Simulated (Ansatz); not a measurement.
The starting structures come from a database of crystals and need not be the phases stable at ambient conditions.

 Where the default PAW files enter, the runs use the earlier of Ansatz's two default sets.

By PBEsol, the system below comes out a metal.

Without scattering a metal conducts by its projected Fermi surface.

```
CELL_PARAMETERS angstrom
      6.39789     0.00000     0.00000
      2.86708     5.71951     0.00000
      2.83578     1.75060     5.42284
ATOMIC_POSITIONS crystal
  Ni 0.25145 0.89465 0.60268
  Ni 0.10535 0.74855 0.39732
  Ni 0.58467 0.26285 0.90057
  Ni 0.73715 0.41533 0.09943
  Ni 0.92487 0.58903 0.23702
  Ni 0.41097 0.07513 0.76298
  Ni 0.17107 0.16967 0.17394
  Ni 0.83033 0.82893 0.82606
  Ni 0.66169 0.99559 0.34200
  Ni 0.00441 0.33831 0.65800
  Ge 0.02246 0.97754 0.00000
  Ge 0.33599 0.36799 0.29474
  Ge 0.63201 0.66401 0.70526
  Ge 0.80074 0.19926 0.50000
  Ge 0.50714 0.80230 0.19992
  Ge 0.19770 0.49286 0.80008
```

Space group of this cell: C2. The cell is taken as given; by PBEsol its mean pressure is -5.8 GPa.

The current flows along the normal of the first two printed cell vectors. No spin-orbit coupling; the value is a mean over 0.1 eV about the Fermi level.

**Question.** Compute, with PBEsol (Ansatz, a quantum-chemistry and plane-wave program), the ballistic conductance per area.

**Answer.** 0.52 × 10¹⁵ S/m² for both spins.
